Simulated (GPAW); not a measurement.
GPAW run on SrAs2Ru2 (I4/mmm, 5 atoms in the cell): self-consistent single point.

Method of the run: LDA (Perdew-Wang 92), GPAW PAW datasets LDA (gpaw-data 1.0.1) (plane waves; GPAW).

```yaml
crystal:
  lattice:
    - [-2.08740, 2.08740, 5.70048]
    - [2.08740, -2.08740, 5.70048]
    - [2.08740, 2.08740, -5.70048]
  atoms:
    - { symbol: Sr, position: [0.00000, 0.00000, 0.00000] }
    - { symbol: As, position: [0.64322, 0.64322, 0.00000] }
    - { symbol: As, position: [0.35678, 0.35678, 0.00000] }
    - { symbol: Ru, position: [0.25000, 0.75000, 0.50000] }
    - { symbol: Ru, position: [0.75000, 0.25000, 0.50000] }
```

Reference input (self-consistent single point, DFT LDA (Perdew-Wang 92), plane waves, GPAW PAW datasets LDA (gpaw-data 1.0.1)): mode = pw; ecut = 550 eV; xc = LDA; kpts = 6 6 6; mesh shift (steps) = 0 0 0; occupations.name = methfessel-paxton; occupations.width = 0.05 eV; occupations.order = 0; nbands = -11; convergence.forces = 0.001 eV/Å; symmetry.symmorphic = false; symmetry.tolerance = 0.0005. This run's input differs from it in these lines:

```diff
@@ -17,3 +17,3 @@
             xc='LDA',
-            kpts={'size': (6, 6, 6), 'gamma': True},
+            kpts=(5, 5, 5),
             occupations={'name': 'methfessel-paxton', 'width': 0.05, 'order': 0},
```

Output, abridged:

```
     iter     time        total  log10-change:
                         energy   eigst   dens  force
iter:   1 --:--:--   -38.910147
iter:   2 --:--:--   -38.852026   -0.92  -1.34
iter:   3 --:--:--   -38.181839   -1.50  -1.36
iter:   4 --:--:--   -38.090729   -2.58  -1.51
iter:   5 --:--:--   -38.006312   -2.20  -1.60
iter:   6 --:--:--   -38.036306   -2.15  -1.92
iter:   7 --:--:--   -37.969419   -2.86  -2.08
iter:   8 --:--:--   -37.968335   -4.27  -2.52
iter:   9 --:--:--   -37.965158c  -4.14  -2.57
iter:  10 --:--:--   -37.960076c  -3.68  -2.63
iter:  11 --:--:--   -37.959713c  -4.51  -3.05
iter:  12 --:--:--   -37.959653c  -5.50  -3.26
iter:  13 --:--:--   -37.960039c  -4.37  -3.46
iter:  14 --:--:--   -37.959620c  -4.87  -3.22
iter:  15 --:--:--   -37.959619c  -6.26  -3.69
iter:  16 --:--:--   -37.959621c  -6.75  -3.77
iter:  17 --:--:--   -37.959647c  -5.51  -3.95
iter:  18 --:--:--   -37.959621c  -5.51  -3.71
iter:  19 --:--:--   -37.959618c  -7.21  -4.24c
iter:  20 --:--:--   -37.959615c  -7.17  -4.42c
iter:  21 --:--:--   -37.959615c  -8.85c -4.82c
iter:  22 --:--:--   -37.959615c  -8.37c -4.96c -2.84
iter:  23 --:--:--   -37.959614c  -8.80c -5.13c -3.90c
Converged after 23 iterations.

Dipole moment: (-0.000000, -0.000000, 0.000000) |e|*Ang

Energy contributions relative to reference atoms: (reference = -455483.380622)

Kinetic:        +25.072023
Potential:      -25.328548
External:        +0.000000
XC:             -36.815908
Entropy (-ST):   -0.004521
Local:           -0.884921
SIC:             +0.000000
--------------------------
Free energy:    -37.961875
Extrapolated:   -37.959614

Showing only first 2 kpts
 Kpt  Band  Eigenvalues  Occupancy
  0    24      8.38888    1.99913
  0    25      8.38888    1.99913
  0    26      9.41297    0.00000
  0    27      9.59575    0.00000

  1    24      7.69330    2.00000
  1    25      7.70387    2.00000
  1    26      9.10308    0.00000
  1    27      9.82896    0.00000

Fermi level: 8.50663

No gap
   [... lines left out ...]
Energy (eV): -37.959614

Forces in eV/Ang:
  0 Sr    0.00000    0.00000    0.00000
  1 As   -0.00000    0.00000    0.07948
  2 As   -0.00000   -0.00000   -0.07948
  3 Ru   -0.00000   -0.00000    0.00000
  4 Ru    0.00000   -0.00000    0.00000

Stress tensor:
     0.035110    -0.000000    -0.000000
    -0.000000     0.035110     0.000000
    -0.000000     0.000000     0.027072
Stress (GPa, Voigt): [ 5.6252  5.6252  4.3374  0.     -0.     -0.    ]
```

The run converged in 23 iterations. GPAW prints stress with tension positive. Against the reference run the free energy goes up by 5.3 meV/atom, the pressure stays near -5.20 GPa while the zz stress (positive for compression) goes from -4.76 to -4.34 GPa and the largest force goes from 0.110 to 0.079 eV/Å.

The starting cell comes from a database of computed structures (which also holds hypothetical and non-ambient phases and stackings), without a prior relaxation at this level. Spin polarisation is off. With a pressure of about -5 GPa the cell is away from its equilibrium volume at this level.

Cost on one core of a shared machine: roughly 60 s.
